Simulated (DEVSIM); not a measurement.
Structure: Schottky contact on n-type Ge, at 350 K.

```
layer (left to right)  material  thickness (μm)  Nd (cm⁻³)  τn (s)  τp (s)
---------------------  --------  --------------  ---------  ------  ------
1                            Ge            8.00     2.5e17  1.3e-7  1.3e-7
```

Left contact: Schottky, work function 4.33 eV, emission velocity 1.7e6 cm/s. Right contact: ohmic. Voltage is applied to the left contact. Recombination: SRH at mid-gap, radiative. Mobility is μmin + (μ − μmin)/(1 + (N/Nref)^α).

The device is made up for the run: typed textbook-type constants, with dimensions and the other settings drawn at random. Values at 300 K; Nc and Nv go as T^1.5, mobilities as T to minus their exponent, the gap by Varshni's rule with the affinity fixed.

| parameter | Ge |
|---|---|
| gap (eV) | 0.664 |
| affinity (eV) | 4 |
| permittivity | 16 |
| Nc (cm⁻³) | 1.04e19 |
| Nv (cm⁻³) | 6e18 |
| μn (cm²/Vs) | 3900 |
| μp (cm²/Vs) | 1900 |
| μn,min | 150 |
| μp,min | 100 |
| Nref,n | 2.6e17 |
| Nref,p | 4e17 |
| αn | 0.56 |
| αp | 0.6 |
| T exponent of μn | 1.66 |
| T exponent of μp | 2.33 |
| B (cm³/s) | 6.4e-14 |
| Varshni α (eV/K) | 0.000477 |
| Varshni β (K) | 235 |

Simulated with DEVSIM: 1D drift-diffusion, Boltzmann statistics, complete ionisation; no tunnelling, impact ionisation, image-force lowering or self-heating. Metal contacts follow the ideal Schottky-Mott rule: no Fermi-level pinning, no interface dipoles.

The temperature was swept, all else fixed.

```
temperature (K)  largest field in the device at zero bias (V/cm)  potential step across the device at zero bias (V)
---------------  -----------------------------------------------  -------------------------------------------------
250                                                       110000                                              0.256
300                                                       110000                                              0.234
350                                                       100000                                              0.211
400                                                        91000                                              0.187
450                                                            ?                                              0.162
500                                                        74000                                              0.137
```

Task: Some entries are withheld; supply them.

Result: 
- 450, largest field in the device at zero bias (V/cm): 83000
